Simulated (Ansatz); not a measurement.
Results of LDA (plane waves, PAW; Ansatz, an electronic-structure program) for zinc-blende SrO (model structure).

Numerical settings: plane-wave cutoff 500 eV, 12×12×12 k mesh, Fermi–Dirac smearing 0.05 eV, scalar-relativistic PAW data made under PBE.

Cell (relaxed at this level):

```yaml
crystal:
  lattice:
    - [0.00000, 2.73772, 2.73772]
    - [2.73772, 0.00000, 2.73772]
    - [2.73772, 2.73772, 0.00000]
  atoms:
    - { symbol: Sr, position: [0.00000, 0.00000, 0.00000] }
    - { symbol: O, position: [0.25000, 0.25000, 0.25000] }
```

Give the computed band gap.


* **band gap**: 2.43 eV (on the SCF k mesh)

Note: the relaxation could raise the start's symmetry but not lower it, so the cell can be a saddle point.

Spin–orbit coupling is not included.

Computing time: very roughly 40 core-seconds.

A model structure was made by putting elements into a prototype or built by hand; it is no filed structure, need not be a known phase, and can be a saddle point held by its symmetry.
